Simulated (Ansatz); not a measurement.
HfS2: band gap against strain

HfS2 (1T layered, P-3m1, 20.260 Å³/atom at rest, c along z) under an equal strain ε along all three axes. PBEsol-D3(BJ) in Ansatz, a plane-wave DFT program (PAW, default set), 420 eV, 11×11×6 Γ-centred mesh, Fermi-Dirac smearing 0.05 eV; ions are relaxed within the symmetry of each cell. Gaps are the smallest over the k-mesh and a band path, without spin-orbit coupling; in all rows the valence edge lies at about 0.0 Å⁻¹ from Γ and the conduction edge at about 1.2 Å⁻¹ from Γ.

Here s stands for strain and Eg for gap.

| strain (%) | gap (eV) |
|---|---|
| 0.00 | 0.45 |
| 0.50 | 0.53 |
| 1.00 | 0.61 |
| 1.50 | 0.68 |
| 3.00 | ? |

Problem. Fit Eg against s with a straight line, and predict the withheld value at s = 3.00.

Solution. Means: s 0.75000, Eg 0.568. About the means, the sum of products is 0.19250 and the sum of squares of s is 1.2500; the slope is their ratio. Least squares gives Eg = 0.452 + 0.1540·s. Residuals (row less fit): -0.002, 0.001, 0.004, -0.003; standard error 0.004 (degrees of freedom: 2). Over these rows the gap moves by 15 ± 0.3 eV per unit strain, or 5.1 eV per unit of ln V. At the withheld row, Eg = 0.452 + 0.1540 × 3.0 = 0.914 eV. The calculation gives 0.89 eV, 0.024 eV below the prediction (5.5 % of the range of Eg in the table). The row lies outside the fitted rows, so this is an extrapolation. The fitted rows scatter only by rounding.

Spin-orbit coupling is left out, which can shift this property for HfS2. Rows are the converged runs of the series near zero and its far end; series whose fitted rows scatter by over a few per cent of the range, as at a crossing or softening among them, aren't shown in this form. Most that stay on the fit to the last digits aren't either.
